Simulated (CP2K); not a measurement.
Input and output of a self-consistent single point for NiSi2 (Fm-3m, 3 atoms in the cell) (CP2K).

Computed with PBE, GPW, DZVP-MOLOPT-SR-GTH basis, GTH-PBE potentials (GTH_POTENTIALS) run with CP2K.

```xyz
3
Lattice="3.7746 0.0000 0.0000 1.8873 3.2689 0.0000 1.8873 1.0896 3.0819" Properties=species:S:1:pos:R:3 pbc="T T T"
Si     1.8873     1.0896     0.7705
Si     5.6619     3.2689     2.3114
Ni     0.0000     0.0000     0.0000
```

Reference input (self-consistent single point, DFT PBE, GPW, DZVP-MOLOPT-SR-GTH basis, GTH-PBE potentials (GTH_POTENTIALS)): CUTOFF = 600 Ry; REL_CUTOFF = 40 Ry; SMEAR/METHOD = GAUSSIAN; SIGMA = 0.136 eV; KPOINTS/SCHEME = MONKHORST-PACK 9 9 9; XC_FUNCTIONAL = PBE; Si/BASIS_SET = DZVP-MOLOPT-SR-GTH-q4; Si/POTENTIAL = GTH-PBE-q4; Ni/BASIS_SET = DZVP-MOLOPT-SR-GTH-q18; Ni/POTENTIAL = GTH-PBE-q18; METHOD = GPW; EPS_DEFAULT = 1e-11. This run's input differs from it in these lines:

```diff
@@ -39,3 +39,4 @@
     &KPOINTS
-      SCHEME MONKHORST-PACK 9 9 9
+      SCHEME MONKHORST-PACK 6 6 6
+      GAMMA_CENTERED T
     &END KPOINTS
```

Log, with long lists cut:

```
 SCF WAVEFUNCTION OPTIMIZATION

  Step     Update method      Time    Convergence         Total energy    Change
     1 NoMix/Diag. 0.20E+00      -     1.38825117      -178.0347293378 -1.78E+02
     2 Broy./Diag. 0.20E+00      -     0.19242798      -173.6102671561  4.42E+00
     3 Broy./Diag. 0.20E+00      -     0.05151068      -179.1323660382 -5.52E+00
     4 Broy./Diag. 0.20E+00      -     0.06120218      -177.2280960964  1.90E+00
     5 Broy./Diag. 0.20E+00      -     0.02503764      -177.9857665500 -7.58E-01
     6 Broy./Diag. 0.20E+00      -     0.00381628      -177.2322825905  7.53E-01
   [... 3 lines left out ...]
    10 Broy./Diag. 0.20E+00      -     0.00004988      -177.2122400468 -2.83E-04
    11 Broy./Diag. 0.20E+00      -     0.00000177      -177.2134405525 -1.20E-03
    12 Broy./Diag. 0.20E+00      -     0.00000502      -177.2134545830 -1.40E-05
    13 Broy./Diag. 0.20E+00      -     0.00000008      -177.2135169821 -6.24E-05
  *** SCF run converged in    13 steps ***

  Overlap energy of the core charge distribution:               0.00000000000105
  Self energy of the core charge distribution:               -281.65516352695784
  Core Hamiltonian energy:                                     77.49595364577908
  Hartree energy:                                              46.44944133966882
  Exchange-correlation energy:                                -19.50338866307870
  Smearing free energy correction:                             -0.00035977748095
  Fermi energy:                                                 0.42488680129070

  Total energy:                                              -177.21351698210412
  Total energy (extrapolated to sigma->0):                   -177.21333709336366

   [... lines left out ...]

 STRESS| Analytical stress tensor [bar]
 STRESS|                        x                   y                   z
 STRESS|      x        1.08787704868E+05  -1.34230616554E+01  -9.49153270932E+00
 STRESS|      y       -1.34230616554E+01   1.08803338991E+05  -5.55617232586E+00
 STRESS|      z       -9.49153270932E+00  -5.55617232586E+00   1.08807418374E+05
 STRESS| 1/3 Trace                                             1.08799487411E+05
```

The run converged in 13 iterations. Against the reference run the free energy goes up by 1.8 meV/atom and the pressure goes from 10.47 to 10.88 GPa.

The starting cell has typed, rounded lattice constants, without a prior relaxation at this level. Its lattice was rescaled by a random factor within 2.5 % of one. Spin polarisation is off. Values carry the incompleteness of an atom-centred basis. With a pressure of about 11 GPa the cell is away from its equilibrium volume at this level.

Cost on one core of a shared machine: roughly 40 s.
